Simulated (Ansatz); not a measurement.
# Br on the 1x1 (10-10) surface of wurtzite ZnO (cut with top plane O + Zn), one in a 2x1 cell, started at the site 'hollow O-O-Zn-Zn-Zn'

Host crystal: wurtzite ZnO, with a band gap (PBE, scalar-relativistic without spin-orbit coupling).

Calculation: PBE (plane waves to 420 eV, PAW; Ansatz, a quantum-chemistry and plane-wave program).

Set-up: 33 atoms, 9.4 Å thick at the start under the adsorbate (thin: gaps and levels are the slab's own); mesh 3x4x1; 0.01 eV smearing; dipole correction on; 16 atoms held, the rest relaxed; symmetry of the start imposed; spin-polarised, ending with about 0.7 μB a cell, a value that depends on the mesh; orders that need a larger cell were not tried, no spin-orbit, no U, no dispersion correction. The slab shows no gap over 0.04 eV on its mesh. At the end it is bonded to 2 Zn. In PBE it is, or lies within 0.03 eV of, the lowest of the starts that converged.

| Item | Result |
|---|---|
| adsorption energy against ½ Br2(g) | -167 meV |
| work function of the top face | 6.87 eV |
| change of the step from the bottom to the top vacuum level, against the clean slab | 1.09 eV |
| energy released by relaxation | 1.97 eV |
| height of the binding atom over the mean of the host atoms within 0.3 Å of the top one | 2.052 Å |
| nearest host atoms of the binding atom | Zn at 2.52 Å, Zn at 2.52 Å, O at 3.08 Å |
| largest move of a host atom | 0.40 Å |
| note | in the relaxation the adsorbate left its starting site by 1.3 Å |
| cost | around 40 core-minutes (rough) |

A negative adsorption energy means that the adsorbate is more stable on the surface than in its reference.
